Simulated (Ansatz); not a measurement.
Base system: BeTe in the rock salt structure (space group Fm-3m, No. 225; a = 5.362 Å; a hypothetical phase, not in the database extracts checked; relaxed with 0.1 eV smearing). Axes: x, y, z lie along the cube axes.

All numbers come from PBE in Ansatz (plane waves to 420 eV, PAW, no SOC), earlier PAW set.

A first run, uniaxial strain ε_xx = −1.21 %, gives secant values C11 ≈ 120 GPa and C12 ≈ 45 GPa from its stress. A second run applies uniaxial stress, 3 GPa compression along z.

Task: What does linear elasticity predict for Young's modulus in the second run, and what does the run give?

Result: Linear elasticity: (C11 − C12)(C11 + 2 C12)/(C11 + C12) = 95 GPa. The run gives 100 GPa; any difference comes from nonlinear terms at these strains and numerical noise.

Beyond what the load breaks, stability against distortions was not tested. The final runs are not spin-polarised.

Ansatz is a program for electronic structure.
